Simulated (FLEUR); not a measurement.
Band structure of AlCo₃ (P6_3/mmc, 8 atoms in the cell).

```yaml
crystal:
  lattice:
    - [5.18853, 0.00000, 0.00000]
    - [-2.59427, 4.49340, 0.00000]
    - [0.00000, 0.00000, 4.17758]
  atoms:
    - { symbol: Al, position: [0.66667, 0.33333, 0.25000] }
    - { symbol: Al, position: [0.33333, 0.66667, 0.75000] }
    - { symbol: Co, position: [0.16488, 0.32976, 0.25000], spin: 3.0 }
    - { symbol: Co, position: [0.83512, 0.67024, 0.75000], spin: 3.0 }
    - { symbol: Co, position: [0.83512, 0.16488, 0.75000], spin: 3.0 }
    - { symbol: Co, position: [0.16488, 0.83512, 0.25000], spin: 3.0 }
    - { symbol: Co, position: [0.67024, 0.83512, 0.25000], spin: 3.0 }
    - { symbol: Co, position: [0.32976, 0.16488, 0.75000], spin: 3.0 }
```
(The spins are starting values, not results.)

Computed with FLEUR with LDA (Perdew-Zunger), all-electron FLAPW (FLEUR), scalar-relativistic valence.

Settings: Kmax = 3.6 1/bohr; GmaxXC = 10.8 1/bohr; xcFunctional = pz; jspins = 2; l_soc = F; mode = hist; fermiSmearingEnergy = 0.00183747 Htr; mesh (inpgen div1-3) = 5 5 5; inpgen gamma flag = false; Gmax = 10.8 1/bohr; numbands = 0; maxIterBroyd = 99; imix = Anderson; alpha = 0.05.

The starting cell comes from a database of computed structures (which also holds hypothetical and non-ambient phases and stackings), without a prior relaxation at this level. Its lattice was rescaled by a random factor within 2.5 % of one. Values depend on the basis (sphere radii, cutoffs, local orbitals), which need not be converged.

Levels in eV from the Fermi level, bands 48 to 55 of the first spin channel:
```
point     48     49     50     51     52     53     54    55
-----  -----  -----  -----  -----  -----  -----  -----  ----
Γ      -0.43  -0.35  -0.32  -0.27   0.47   0.47   0.79  1.75
M      -1.04  -0.83  -0.45  -0.41   0.58   2.06   2.72  3.57
K      -1.06  -0.86  -0.86  -0.43   2.48   2.79   2.97  2.97
A      -0.95  -0.34  -0.34   0.19   0.19   0.19   0.19  0.41
L      -1.01  -0.62  -0.62  -0.51  -0.51   0.70   0.70  1.12
H      -0.95  -0.72  -0.72  -0.54  -0.54  -0.29  -0.29  3.34
```
